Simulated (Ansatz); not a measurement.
Consider Ru in the hcp (Mg type) structure (space group P6_3/mmc, No. 194; relaxed with 0.1 eV smearing).

```
Ru
1.0
    2.69139     0.00000     0.00000
   -1.34570     2.33081     0.00000
    0.00000     0.00000     4.24891
Ru
2
Cartesian
  1.34570   0.77694   3.18668
  0.00000   1.55388   1.06223
```

Cartesian axes are those of the cell as printed.

Computed with Ansatz (a quantum-chemistry and plane-wave program) PBEsol, no SOC.

For the base:

| Item | Value |
|---|---|
| Shortest interatomic distance | 2.632 Å |

The change: the cell is compressed by 1.50 % along z with no lateral relaxation, atoms relaxed at fixed cell.

Task: How does this affect the energy relative to the base, stress and shortest interatomic distance?

Result: The energy grows by 6.9 meV/atom; the stress (xx, yy, zz, yz, xz, xy; compression positive) comes out as (3.0, 3.0, 11.2, 0.0, 0.0, 0.0) GPa; the shortest interatomic distance shrinks by 0.026 Å to 2.606 Å.

The cells carry an imposed strain or load. Stability against distortions was not tested. The final runs are not spin-polarised.
